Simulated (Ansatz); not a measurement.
Consider a periodic stack without vacuum, hexagonal La2O3 (0 0 1) on silicon (1 1 1) (film strained to the substrate, faces as cut): substrate slab Si10, film La4O5, surface cells [[0, -1], [1, -1]] and [[0, -1], [1, 0]], film strained by -1.8 and -1.8 %, faces Si/Si and La/La as cut (like faces can put a slab off its formula). Its start:

```yaml
crystal:
  lattice:
    - [3.86787, 0.00000, 0.03999]
    - [1.93394, 3.34968, 0.02855]
    - [3.02909, 1.46704, 29.04036]
  atoms:
    - { symbol: Si, position: [0.44128, 0.22578, 0.04806] }
    - { symbol: Si, position: [0.45446, 0.20095, 0.12812] }
    - { symbol: Si, position: [0.77305, 0.52259, 0.15389] }
    - { symbol: Si, position: [0.71778, 0.49156, 0.23567] }
    - { symbol: Si, position: [0.03342, 0.81357, 0.26267] }
    - { symbol: Si, position: [0.97703, 0.78177, 0.34418] }
    - { symbol: Si, position: [0.29279, 0.10425, 0.37137] }
    - { symbol: Si, position: [0.23556, 0.09573, 0.45427] }
    - { symbol: Si, position: [0.58913, 0.41025, 0.49064] }
    - { symbol: Si, position: [0.37574, 0.98657, 0.53677] }
    - { symbol: La, position: [0.73155, 0.36653, 0.62386] }
    - { symbol: La, position: [0.99381, 0.65254, 0.73766] }
    - { symbol: O, position: [0.30548, 0.95058, 0.79300] }
    - { symbol: O, position: [0.67710, 0.32814, 0.71473] }
    - { symbol: O, position: [0.05006, 0.68996, 0.64788] }
    - { symbol: La, position: [0.60275, 0.25074, 0.84831] }
    - { symbol: La, position: [0.86344, 0.53253, 0.96213] }
    - { symbol: O, position: [0.54932, 0.20504, 0.93680] }
    - { symbol: O, position: [0.92210, 0.57357, 0.87162] }
```

The start was prepared with a machine-learned potential, and the result is one local minimum, with the in-plane cell held and forces under 0.04 eV/Å; the film can end far from its bulk form.

Level of theory: PBE (plane waves to 420 eV, PAW; Ansatz, a quantum-chemistry and plane-wave program). Scalar-relativistic, without spin–orbit coupling; the runs are not spin-polarised; PBE gaps are too small against experiment. Its k-point mesh 7×7×1, Fermi–Dirac width 0.05 eV.

Question: Predict the relaxed interface.

Answer: interface area: 13.0 Å²
period: 28.40 Å
gaps between the outermost planes at the two interfaces: 2.39 and 2.47 Å
La–Si contacts across the interfaces within 1.22 times the sum of covalent radii: 7, mean 3.31 Å
